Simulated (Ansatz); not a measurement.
Consider Ru in the hcp (Mg type) structure (space group P6_3/mmc, No. 194; a = 2.692 Å, c = 4.246 Å). Axes: x lies along a and z along c of the hexagonal cell.

The values are results of plane-wave PAW DFT at the PBEsol level (Ansatz, a program for electronic structure, 420 eV), no spin-orbit coupling, not measurements.

Strains are applied to the cell and any free atomic positions relax.

One change was made to it. Results:

| quantity | base | after |
|---|---|---|
| pressure (mean of the normal stresses, compression positive) | 0.0 GPa | 2.3 GPa |
| energy relative to the base (free energy F) | 0 meV/atom | +1.2 meV/atom |

Task: Which of these changes matches the shifts?
A) uniaxial strain ε_yy = −2.92 %
B) uniaxial strain ε_xx = −0.67 %
C) strain tensor (xx, yy, zz, yz, xz, xy) = (−0.23, −0.37, −0.32, −0.39, −0.30, +1.00) %
D) uniaxial strain ε_zz = −1.21 %
E) uniaxial strain ε_xx = +0.82 %

Result: B, uniaxial strain ε_xx = −0.67 %. For comparison, the pressure in the other runs: strain tensor (xx, yy, zz, yz, xz, xy) = (−0.23, −0.37, −0.32, −0.39, −0.30, +1.00) % gives 3.4 GPa; uniaxial strain ε_zz = −1.21 % gives 4.6 GPa; uniaxial strain ε_yy = −2.92 % gives 11.1 GPa; uniaxial strain ε_xx = +0.82 % gives -2.7 GPa.

Without a gap, meshes like the base's 20×20×11 leave anisotropic stresses uncertain by several tenths of a GPa, and small strain energies with them. No phonon test of stability was made. The final runs are not spin-polarised.
